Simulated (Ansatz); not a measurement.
# TaRu, response to strain

The reference is TaRu in the CsCl type structure (space group Pm-3m, No. 221; a = 3.141 Å; relaxed with 0.1 eV smearing). Axes: x, y, z lie along the cube axes.

Strains are applied to the cell and any free atomic positions relax; under biaxial strain the out-of-plane vector relaxes too.

Calculations: PBEsol (Ansatz, a first-principles code), no spin-orbit coupling.

Notes on the quantities. energy relative to the base: free energy F; pressure: mean of the normal stresses, compression positive.

```tsv
case	energy relative to the base	space group	volume per atom	pressure
base	0 meV/atom	Pm-3m (No. 221)	15.49 Å³	0.0 GPa
biaxial strain −1.90 %, plane normal [110], relaxed out of plane	+8.7 meV/atom	Cmmm (No. 65)	(withheld)	3.3 GPa
isotropic strain −1.09 %	+14 meV/atom	Pm-3m (No. 221)	14.99 Å³	9.5 GPa
isotropic strain +0.88 %	+8.9 meV/atom	Pm-3m (No. 221)	15.90 Å³	(withheld)
uniaxial strain ε_zz = −5.48 %	+39 meV/atom	P4/mmm (No. 123)	14.64 Å³	17.3 GPa
uniaxial strain ε_zz = −2.81 %	+7.9 meV/atom	P4/mmm (No. 123)	15.06 Å³	8.2 GPa
uniaxial strain ε_zz = −0.42 %	+0.1 meV/atom	P4/mmm (No. 123)	15.43 Å³	1.1 GPa
```

Q: What belongs in the blanks?

A: 
- biaxial strain −1.90 %, plane normal [110], relaxed out of plane, volume per atom: 15.33 Å³
- isotropic strain +0.88 %, pressure: -6.7 GPa

Stability against distortions was not tested. The final runs are not spin-polarised. An odd electron count without spin: TaRu.
